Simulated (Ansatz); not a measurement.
The parent structure is GaN (space group P-6m2, No. 187; a = 2.9393 Å, c = 2.6575 Å; a hypothetical phase, not in the database extracts checked; relaxed with 0.1 eV smearing).

One thing is altered: an isotropic linear strain of +5.45 %; the atoms relax in the strained cell.

Levels (all Ansatz, a program for electronic structure, PAW): PBEsol (420 eV, no spin-orbit coupling); r2SCAN (500 eV, no spin-orbit coupling).

The geometry is relaxed with PBEsol.

* **PBEsol pressure**: -20.9 GPa

What does r2SCAN give at this geometry for the pressure?

The pressure shrinks by 1.8 GPa (-20.9 GPa → -22.7 GPa).

Single points use the geometry relaxed with PBEsol. Their cutoffs differ, which shifts pressures a little. Whether these cells are dynamically stable was not tested. All final runs are without spin polarisation.
